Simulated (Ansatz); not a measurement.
C (model structure, started from the Si type, R-3, No. 148, 8 atoms in the cell), treated with r²SCAN+rVV10 (Ansatz, a first-principles code, PAW).

Settings: plane-wave cutoff 560 eV, 10×10×10 k mesh, Fermi–Dirac smearing 0.01 eV, scalar-relativistic PAW data made under PBE.

Cell (relaxed at this level):

```yaml
crystal:
  lattice:
    - [3.17129, 1.83094, 1.28781]
    - [-3.17129, 1.83094, 1.28781]
    - [0.00000, -3.66189, 1.28781]
  atoms:
    - { symbol: C, position: [0.99966, 0.68966, 0.49993] }
    - { symbol: C, position: [0.00034, 0.31034, 0.50007] }
    - { symbol: C, position: [0.49993, 0.99966, 0.68966] }
    - { symbol: C, position: [0.50007, 0.00034, 0.31034] }
    - { symbol: C, position: [0.68966, 0.49993, 0.99966] }
    - { symbol: C, position: [0.31034, 0.50007, 0.00034] }
    - { symbol: C, position: [0.69841, 0.69841, 0.69841] }
    - { symbol: C, position: [0.30159, 0.30159, 0.30159] }
```

Question: Give the computed band gap and Γ–Γ gap.

Answer: 
band gap: 3.70 eV (on the SCF k mesh)
Γ–Γ gap: 8.53 eV

Note: the relaxation could raise the start's symmetry but not lower it, so the cell can be a saddle point.

The computed numbers hold no vibrational or temperature effects.

The result took roughly 7 core-minutes.

A model structure was made by putting elements into a prototype or built by hand; it is no filed structure, need not be a known phase, and can be a saddle point held by its symmetry.
